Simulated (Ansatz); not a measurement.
The parent structure is PbO₂ (space group Pnma, No. 62; a = 8.1255 Å, b = 3.5038 Å, c = 5.6414 Å; a cell from a computed database, its experimental status unchecked). Axes: x, y, z lie along a, b, c of the conventional cell.

All numbers come from Ansatz (a program for electronic structure) PBEsol, no SOC.

Modification: every lattice vector is stretched by 2.94 %, atoms relaxed at fixed cell.

Question: Predict the stress tensor and what it implies for the stiffness.

Answer: Stress of the strained cell less that of the base (GPa, compression positive):
```
   -5.9     0.0     0.0
    0.0    -7.5     0.0
    0.0     0.0    -6.9
```

Then B = −ΔP/(ΔV/V₀) with ΔV/V₀ = 0.0908 gives secant stiffness values (nonlinear terms included at this strain): B (at held cell shape, above the free-shape value) ≈ 75 GPa.

As a check, the harmonic strain energy −½ V₀ Δσ:ε is 25 meV/atom; the computed energy rise is 29 meV/atom.

Whether these cells are dynamically stable was not tested. All final runs are without spin polarisation.
